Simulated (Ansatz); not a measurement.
We consider WO₃ (Pbcm, No. 57, 16 atoms in the cell; start mp-2486616; a measured phase of this formula has another space group), described by LDA (plane waves, PAW; Ansatz, a first-principles code).

Run with plane-wave cutoff 520 eV, 10×6×6 k mesh (along the axes of the cell as run), Fermi–Dirac smearing 0.01 eV, no spin polarisation, scalar-relativistic PAW data made under PBE.

Cell (relaxed with PBEsol):

```yaml
crystal:
  lattice:
    - [3.88624, 0.00000, 0.00000]
    - [0.00000, 7.65601, 0.00000]
    - [0.00000, 0.00000, 7.47629]
  atoms:
    - { symbol: W, position: [0.94369, 0.97279, 0.75000] }
    - { symbol: W, position: [0.05631, 0.02721, 0.25000] }
    - { symbol: W, position: [0.94369, 0.52721, 0.25000] }
    - { symbol: W, position: [0.05631, 0.47279, 0.75000] }
    - { symbol: O, position: [0.99390, 0.75955, 0.25000] }
    - { symbol: O, position: [0.00610, 0.24045, 0.75000] }
    - { symbol: O, position: [0.99390, 0.74045, 0.75000] }
    - { symbol: O, position: [0.00610, 0.25955, 0.25000] }
    - { symbol: O, position: [0.51089, 0.01170, 0.25000] }
    - { symbol: O, position: [0.48911, 0.98830, 0.75000] }
    - { symbol: O, position: [0.51089, 0.48830, 0.75000] }
    - { symbol: O, position: [0.48911, 0.51170, 0.25000] }
    - { symbol: O, position: [0.00000, 0.00000, 0.50000] }
    - { symbol: O, position: [0.00000, 0.00000, 0.00000] }
    - { symbol: O, position: [0.00000, 0.50000, 0.50000] }
    - { symbol: O, position: [0.00000, 0.50000, 0.00000] }
```

**Question.** Predict the band gap and smallest direct gap on the k points sampled.

**Answer.** 
* **band gap**: 1.15 eV
* **smallest direct gap on the k points sampled**: 1.15 eV

Note: cell and atoms aren't relaxed at this level (pressure -4.5 GPa).

Spin–orbit coupling is not included.

Static lattice: no zero-point or thermal effects.

The result took roughly 4 core-minutes.

A start named mp-… is a Materials Project structure, which need not be a measured phase.
